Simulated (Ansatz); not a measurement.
**WAg (model structure, Fm-3m, No. 225, 2 atoms in the cell): bulk modulus by level of theory**

No measured value is used here.

```json
[
 {"level (code)": "LDA (Ansatz)", "value (GPa)": "187", "cell (Å³/atom)": "17.83"},
 {"level (code)": "PBE (Ansatz)", "value (GPa)": "153", "cell (Å³/atom)": "19.02"},
 {"level (code)": "PBEsol (Ansatz)", "value (GPa)": "174", "cell (Å³/atom)": "18.26"},
 {"level (code)": "r²SCAN (Ansatz)", "value (GPa)": "167", "cell (Å³/atom)": "18.62"}
]
```

Density-functional levels without +SOC have no spin–orbit coupling. LDA, PBE, PBEsol, r²SCAN: the run has no spin polarisation, so it can have missed a magnetic state. LDA, PBE, PBEsol, r²SCAN: the bulk modulus is −V dP/dV from two relaxed cells at ±2 % in volume. Each level is taken at its own relaxed cell. Cutoffs differ between the levels. Ansatz's density-functional and Hartree–Fock values are scalar-relativistic unless marked +SOC, with PAW data made under PBE.

A model structure was made by putting elements into a prototype or built by hand; it is no filed structure, need not be a known phase, and can be a saddle point held by its symmetry.

Ansatz is a program for electronic structure.
